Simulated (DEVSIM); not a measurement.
System: isotype n-n heterojunction GaP/Si, at 500 K.

Layer 1 from the left is GaP, thickness (μm) 0.330, Nd (cm⁻³) 1e17, τn (s) 6.8e-7, τp (s) 6.8e-7. Layer 2 from the left is Si, thickness (μm) 0.970, Nd (cm⁻³) 5.1e17, τn (s) 6.8e-7, τp (s) 6.8e-7.

Left contact: ohmic. Right contact: ohmic. Voltage is applied to the left contact. Recombination: SRH at mid-gap, Auger. Mobility is constant in doping.

The device is made up for the run: typed textbook-type constants, with dimensions and the other settings drawn at random. Values at 300 K; Nc and Nv go as T^1.5, mobilities as T to minus their exponent, the gap by Varshni's rule with the affinity fixed.

GaP: gap (eV) 2.26, affinity (eV) 3.8, permittivity 11.1, Nc (cm⁻³) 1.8e19, Nv (cm⁻³) 1.9e19, μn (cm²/Vs) 250, μp (cm²/Vs) 150, T exponent of μn 1.6, T exponent of μp 1.98, Cn (cm⁶/s) 1e-30, Cp (cm⁶/s) 1e-30, Varshni α (eV/K) 0.00058, Varshni β (K) 372. Si: gap (eV) 1.124, affinity (eV) 4.05, permittivity 11.7, Nc (cm⁻³) 2.86e19, Nv (cm⁻³) 3.1e19, μn (cm²/Vs) 1417, μp (cm²/Vs) 470, T exponent of μn 2.3, T exponent of μp 2.2, Cn (cm⁶/s) 2.8e-31, Cp (cm⁶/s) 9.9e-32, Varshni α (eV/K) 0.000473, Varshni β (K) 636.

Simulated with DEVSIM: 1D drift-diffusion, Boltzmann statistics, complete ionisation; no tunnelling, impact ionisation, image-force lowering or self-heating. Band offsets follow the typed affinities; no thermionic-emission limit at abrupt steps, no polarisation charge.

Q: What does the simulation give for the potential step across the device at zero bias?

A: potential step across the device at zero bias 0.200 V.
